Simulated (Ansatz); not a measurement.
Results of PBEsol-D3(BJ) (Ansatz, a program for electronic structure, plane waves, PAW) for rutile MgH2.

Numerical settings: plane-wave cutoff 520 eV, 8×8×12 k mesh (along the axes of the cell as run), Fermi–Dirac smearing 0.01 eV, scalar-relativistic PAW data made under PBE.

Computed at the level's own relaxed cell.

Q: Estimate the Γ–Γ gap, smallest direct gap on the k points sampled, lattice parameter a, volume per atom and c axis length that the calculation returns.

A: 
- Γ–Γ gap: 4.82 eV
- smallest direct gap on the k points sampled: 4.50 eV
- lattice parameter a: 4.413 Å
- volume per atom: 9.69 Å³/atom
- c axis length: 2.985 Å

Measured, for comparison: lattice constant a 4.517 Å, equilibrium volume per atom 10.27 Å³/atom, lattice parameter c 3.021 Å (temperature not stated, no zero-point or thermal correction; as tabulated in Ellinger et al., J. Am. Chem. Soc. 77, 2647 (1955) (COD 4124639)). Computed (rounded) less measured: lattice constant a -2.3 %, equilibrium volume per atom -5.6 %, lattice parameter c -1.2 %. A static lattice is as a rule a little smaller and stiffer than an uncorrected measurement, which narrows the difference in the lattice parameter c and would widen misses of the other sign.

Note: the bulk modulus comes from volumes at which shape and atoms were relaxed.

Static lattice: no zero-point or thermal effects.

Computing time: very roughly 3 core-minutes.
